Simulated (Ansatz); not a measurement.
# AuZn: stress against strain

AuZn (CsCl type, Pm-3m, 15.312 Å³/atom at rest, cube axes along x, y and z) under a strain ε along a cube axis (axis z), the other axes held. PBEsol in Ansatz, a plane-wave DFT program (PAW, default set), 420 eV, 18×18×18 Γ-centred mesh, Fermi-Dirac smearing 0.10 eV; ions are relaxed within the symmetry of each cell. Stress is positive for a compressed cell.

Here s stands for strain and y for stress zz.

| strain (%) | stress zz (GPa) |
|---|---|
| -3.00 | ? |
| -1.50 | 2.35 |
| -1.00 | 1.54 |
| -0.50 | 0.75 |
| 0.00 | 0.01 |
| 0.50 | -0.71 |
| 1.00 | -1.41 |
| 1.50 | -2.08 |

Problem. Using a straight line, estimate the missing y at s = -3.00 from the other rows, showing the fit.

Solution. Means: s 0, y 0.064. About the means, the sum of products is -10.325 and the sum of squares of s is 7.0000; the slope is their ratio. Least squares gives y = 0.064 - 1.4750·s. Residuals (row less fit): 0.073, 0.001, -0.052, -0.054, -0.036, 0.001, 0.069; standard error 0.058 (degrees of freedom: 5). The slope gives the elastic constant C11 = 148 ± 2 GPa. At the withheld row, y = 0.064 - 1.4750 × (-3.0) = 4.489 GPa. The calculation gives 5.06 GPa, 0.571 GPa above the prediction (8.0 % of the range of y in the table). The row lies outside the fitted rows, so this is an extrapolation. From the scatter of the fitted rows alone, a prediction at this place has a standard error of 0.091 GPa, so the miss is 6.3 times that.

One order more, fitted to all 13 runs of the series, follows each within 0.03, so the miss is the next term of a smooth law. In a metal these values are sensitive to mesh and smearing; energies are taken to zero smearing, stresses follow the free energy. Rows are the converged runs of the series near zero and its far end; series whose fitted rows scatter by over a few per cent of the range, as at a crossing or softening among them, aren't shown in this form. Most that stay on the fit to the last digits aren't either.
